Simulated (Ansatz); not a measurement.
**Sr: energy against volume**

Sr (fcc, Fm-3m, 54.785 Å³/atom and stress up to 0.01 GPa in the relaxed cell, cube axes along x, y and z) under an equal strain ε along all three axes. PBE in Ansatz, a plane-wave DFT program (PAW, default set), 420 eV, 13×13×13 Γ-centred mesh, Fermi-Dirac smearing 0.05 eV.

Here V stands for volume and E for E less E0.

| volume (Å³/atom) | E less E0 (meV/atom) | pressure (GPa) |
|---|---|---|
| 51.5628 | 6.94 | 0.79 |
| 52.3561 | 3.76 | 0.58 |
| 53.1575 | 1.57 | 0.38 |
| 53.9670 | 0.33 | 0.19 |
| 54.7846 | 0.00 | 0.01 |
| 55.6105 | 0.54 | -0.16 |
| 56.4446 | 1.92 | -0.32 |
| 57.2871 | 4.12 | -0.47 |
| 58.1379 | 7.09 | -0.62 |
| 59.8646 | ? | ? |

**Question.** Using the third-order Birch-Murnaghan form, a cubic in V^(-2/3), estimate the missing E at V = 59.8646 from the other rows, showing the fit.

**Answer.** With u = V^(-2/3) - 0.0694, the rows have u = 0.0027842, 0.0020532, 0.0013333, 0.0006241, -0.0000743, -0.0007624, -0.0014403, -0.0021082, -0.0027663. Least squares gives E = -0.011 - 25.0·u + 912124·u² - 2409590·u³. Residuals (row less fit): 0.002, -0.002, -0.001, 0.002, 0.004, 0.001, -0.004, 0.002, 0.001; standard error 0.003 (degrees of freedom: 5). Its minimum lies at u = 0.0000137, so V0 = (0.0694137)^(-3/2) = 54.68. There d²E/du² = 1824000 and d³E/du³ = -1.446e7, so B0 = (4/9) × 54.68^(-7/3) × 1824000 × 0.160218 = 11.4 GPa (the last factor turns the table's units into GPa), and B0' = 4 + (2/3) × 0.0694137 × (-1.446e7)/1824000 = 3.6. B0' rests on the cubic coefficient alone and has a standard error of 0.1 from these residuals. At the withheld row, u = -0.0040539, so E = -0.011 - 25.0 × (-0.0040539) + 912124 × (-0.0040539)² - 2409590 × (-0.0040539)³ = 15.241 meV/atom. The calculation gives 15.31 meV/atom, 0.069 meV/atom above the prediction (0.5 % of the range of E in the table). The row lies outside the fitted rows, so this is an extrapolation. The scatter of the fitted rows lies at the last printed digit.

In a metal these values are sensitive to mesh and smearing; energies are taken to zero smearing, stresses follow the free energy. Other structures, which can take over under pressure, weren't tried. The same form fitted to the pressure column gives B0' = 3.4; series where the two differ by over 0.4 aren't shown. Rows are the converged runs of the series near zero and its far end, less any whose ions stayed unrelaxed beside relaxed ones; series whose fitted rows scatter by over a few per cent of the range, as at a crossing or softening among them, aren't shown in this form.
